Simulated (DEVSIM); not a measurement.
System: abrupt Si p-n junction, at 250 K.

Layer 1 from the left is Si, thickness (μm) 1.30, Na (cm⁻³) 2.4e16, τn (s) 0.00014, τp (s) 0.00014. Layer 2 from the left is Si, thickness (μm) 180, Nd (cm⁻³) 2e15, τn (s) 0.00014, τp (s) 0.00014.

Left contact: ohmic. Right contact: ohmic. Voltage is applied to the left contact. Recombination: SRH at mid-gap, radiative, Auger. Mobility is μmin + (μ − μmin)/(1 + (N/Nref)^α).

The device is made up for the run: typed textbook-type constants, with dimensions and the other settings drawn at random. Values at 300 K; Nc and Nv go as T^1.5, mobilities as T to minus their exponent, the gap by Varshni's rule with the affinity fixed.

Si: gap (eV) 1.124, affinity (eV) 4.05, permittivity 11.7, Nc (cm⁻³) 2.86e19, Nv (cm⁻³) 3.1e19, μn (cm²/Vs) 1417, μp (cm²/Vs) 470, μn,min 52, μp,min 45, Nref,n 9.7e16, Nref,p 2.2e17, αn 0.68, αp 0.72, T exponent of μn 2.3, T exponent of μp 2.2, B (cm³/s) 4.7e-15, Cn (cm⁶/s) 2.8e-31, Cp (cm⁶/s) 9.9e-32, Varshni α (eV/K) 0.000473, Varshni β (K) 636.

Model (solved in DEVSIM): 1D drift-diffusion, Boltzmann statistics, complete ionisation; no tunnelling, impact ionisation, image-force lowering or self-heating.

Dark forward current:

| |V| (V) | |J| (A/cm²) |
|---|---|
| 0.05 | 6.456e-13 |
| 0.10 | 3.429e-12 |
| 0.15 | 2.037e-11 |
| 0.20 | 1.553e-10 |
| 0.25 | 1.401e-9 |
| 0.30 | 1.365e-8 |
| 0.35 | 1.367e-7 |
| 0.40 | 1.383e-6 |
| 0.45 | 1.403e-5 |
| 0.50 | 0.0001425 |
| 0.55 | 0.001445 |
| 0.60 | 0.01444 |
| 0.65 | 0.1277 |
| 0.70 | 0.6854 |
| 0.75 | 1.967 |
| 0.80 | 3.979 |
| 0.85 | 6.726 |
| 0.90 | 10.22 |
| 0.95 | 14.49 |
| 1.00 | 19.52 |
| 1.05 | 25.34 |
| 1.10 | 31.94 |
| 1.15 | 39.34 |
| 1.20 | 47.54 |
| 1.25 | 56.53 |
| 1.30 | 66.34 |

Q: Work out the local ideality factor n = ΔV / (kT/q · ln(J2/J1)) between the rows 0.10 and 0.15 V, 0.45 and 0.50 V, 1.25 and 1.30 V.

A: kT/q = 21.54 mV. From 0.10 to 0.15 V: ln(2.037e-11/3.429e-12) = 1.782, n = 1.30. From 0.45 to 0.50 V: ln(0.0001425/1.403e-5) = 2.318, n = 1.00, near the 1 of diffusion or emission over a barrier. From 1.25 to 1.30 V: ln(66.34/56.53) = 0.160, n = 14.51.

Q: Estimate the current at 0.40 V from the Shockley equation with J0 = Σ q ni² D/(N L) coth(W/L), τ joining the SRH, radiative and Auger lifetimes that are on, and W taken as the whole layer.

A: ni² = 6.36e15 cm⁻⁶; electrons in the p layer: μ = 1580 cm²/Vs, D = 33.9 cm²/s, τ = 0.000137 s, L = 681 μm, W/L = 0.0019, term 1.11e-14 A/cm²; holes in the n layer: μ = 681 cm²/Vs, D = 14.7 cm²/s, τ = 0.000140 s, L = 453 μm, W/L = 0.40, term 4.37e-16 A/cm². J0 = 1.15e-14 A/cm², and J = J0 exp(qV/kT) = 1.34e-6 A/cm². The simulation gives 1.38e-6 A/cm²; the estimate lies 3.2 % below. The estimate leaves out recombination in the depletion region and that region's share of W.
